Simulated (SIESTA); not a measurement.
A self-consistent single point of ScCd3 (P1, 8 atoms in the cell) with SIESTA.

Computed with GGA PBEsol, numerical atomic orbitals DZP, PseudoDojo PBEsol standard norm-conserving potentials (rewritten from UPF to PSML) (SIESTA).

The change in words: atoms moved at random. Reference geometry:
```xyz
8
Lattice="6.2951 0.0000 0.0000 -3.1475 5.4517 0.0000 0.0000 0.0000 4.8024" Properties=species:S:1:pos:R:3 pbc="T T T"
Sc     0.0000     3.6345     1.2006
Sc     3.1475     1.8172     3.6018
Cd     3.1475     3.6428     1.2006
Cd     0.0000     1.8089     3.6018
Cd    -1.5810     4.5473     3.6018
Cd     4.7285     0.9044     1.2006
Cd     1.5665     0.9044     1.2006
Cd     1.5810     4.5473     3.6018
```

Reference input (self-consistent single point, DFT, GGA PBEsol, numerical atomic orbitals DZP, PseudoDojo PBEsol standard norm-conserving potentials (rewritten from UPF to PSML)): XC.functional = GGA; XC.authors = PBEsol; potentials = PseudoDojo PBEsol standard; PAO.BasisSize = DZP; PAO.EnergyShift = 0.01 Ry; MeshCutoff = 350 Ry; kgrid.MonkhorstPack = 4 4 5; OccupationFunction = FD; ElectronicTemperature = 1578.21 K; MaxSCFIterations = 150; SCF.Mixer.Method = Broyden; SCF.Mixer.Weight = 0.2. This run's input differs from it in these lines:

```diff
@@ -18,10 +18,10 @@
 %block AtomicCoordinatesAndAtomicSpecies
-    -0.000003148    3.634465817    1.200604500  1
-     3.147541148    1.817230183    3.601813500  1
-     3.147538000    3.642823267    1.200604500  2
-     0.000000000    1.808872733    3.601813500  2
-    -1.581008337    4.547259634    3.601813500  2
-     4.728546337    0.904436366    1.200604500  2
-     1.566529663    0.904436366    1.200604500  2
-     1.581008337    4.547259634    3.601813500  2
+    -0.009017696    3.565578187    1.257695645  1
+     3.168928668    1.810857150    3.551008720  1
+     3.158601596    3.734166434    1.155629855  2
+     0.028825153    1.817104794    3.611490372  2
+    -1.588398757    4.550650589    3.694673054  2
+     4.771724264    0.862381983    1.140127650  2
+     1.464502218    0.888555576    1.173480443  2
+     1.594980259    4.577489288    3.625571062  2
 %endblock AtomicCoordinatesAndAtomicSpecies
```

The program printed (abridged):

```
        iscf     Eharris(eV)        E_KS(eV)     FreeEng(eV)     dDmax    Ef(eV) dHmax(eV)
   scf:    1   -31127.075343   -31203.308400   -31203.623516  1.089730 -2.428964 13.903908
   scf:    2   -31235.678827   -31224.182009   -31224.470457  0.313010 -2.246660  5.279897
   scf:    3   -31229.673708   -31227.292659   -31227.591035  0.141611 -2.500342  2.069693
   scf:    4   -31228.123525   -31227.881243   -31228.190571  0.093289 -2.714029  0.384578
   scf:    5   -31227.891124   -31227.890497   -31228.199985  0.008149 -2.714281  0.075387
   [... 3 lines left out ...]
   scf:    9   -31227.893044   -31227.893009   -31228.203019  0.000656 -2.739763  0.005162
   scf:   10   -31227.893171   -31227.893091   -31228.203022  0.000195 -2.739667  0.004803
   scf:   11   -31227.893093   -31227.893092   -31228.203025  0.000177 -2.740016  0.000460
   scf:   12   -31227.893106   -31227.893099   -31228.203025  0.000035 -2.740115  0.000288
SCF Convergence by DM+H criterion
max |DM_out - DM_in|         :     0.0000354209
max |H_out - H_in|      (eV) :     0.0002879042
SCF cycle converged after 12 iterations

Using DM_out to compute the final energy and forces

siesta: E_KS(eV) =           -31227.8931

siesta: E_KS - E_eggbox =    -31227.8931

siesta: Atomic forces (eV/Ang):
     1    0.021935    0.411950   -0.115449
     2   -0.099722    0.097524    0.040781
     3   -0.100624   -0.633085    0.472458
     4   -0.080156    0.019005   -0.137302
     5    0.202724   -0.049340   -0.645677
     6   -0.485108    0.219941    0.366631
     7    0.684428    0.135836    0.323614
     8   -0.151468   -0.195029   -0.309950
   Tot   -0.007992    0.006800   -0.004893
   Max    0.684428
   Res    0.322208    sqrt( Sum f_i^2 / 3N )
   Max    0.684428    constrained

   [... lines left out ...]
siesta: FreeEng =    -31228.203025
   [... lines left out ...]
siesta:     0.024479    0.000850   -0.000458
siesta:     0.000850    0.021538    0.000421
siesta:    -0.000458    0.000421    0.015896

siesta: Cell volume =        164.813418 Ang**3

siesta: Pressure (static):
siesta:                Solid            Molecule  Units
siesta:          -0.00022477         -0.00007808  Ry/Bohr**3
siesta:          -0.02063776         -0.00716919  eV/Ang**3
siesta:         -33.06533653        -11.48631372  kBar
```

The run converged in 12 iterations. Against the reference run the free energy goes up by 20.0 meV/atom, the pressure goes from -4.20 to -3.31 GPa and the largest force goes from 0.040 to 0.796 eV/Å.

The starting cell comes from a database of computed structures (which also holds hypothetical and non-ambient phases and stackings), without a prior relaxation at this level. Its lattice was rescaled by a random factor within 2.5 % of one. For this run, on top of that: atoms moved at random. Values carry the incompleteness of an atom-centred basis. With a pressure of about -3 GPa the cell is away from its equilibrium volume at this level.

Cost on one core of a shared machine: roughly 50 s.
